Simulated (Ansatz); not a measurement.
Au: response to strain

Base system: Au in the fcc (Cu type) structure (space group Fm-3m, No. 225; a = 4.0477 Å; relaxed with 0.1 eV smearing).

Strains are applied to the cell and any free atomic positions relax.

The values are results of LDA/PAW in Ansatz (a first-principles code), no spin-orbit coupling, not measurements.

Candidates:
(a) isotropic strain −1.00 %
(b) isotropic strain +3.00 %
(c) isotropic strain −2.00 %
(d) isotropic strain +0.50 %
(e) isotropic strain +2.50 %

Notes on the quantities. energy relative to the base: free energy F.

**Question.** Order them by energy relative to the base, highest first.

**Answer.** (b) isotropic strain +3.00 % (+71 meV/atom), (e) isotropic strain +2.50 % (+50 meV/atom), (c) isotropic strain −2.00 % (+40 meV/atom), (a) isotropic strain −1.00 % (+9.5 meV/atom), (d) isotropic strain +0.50 % (+2.2 meV/atom)

No phonon test of stability was made.
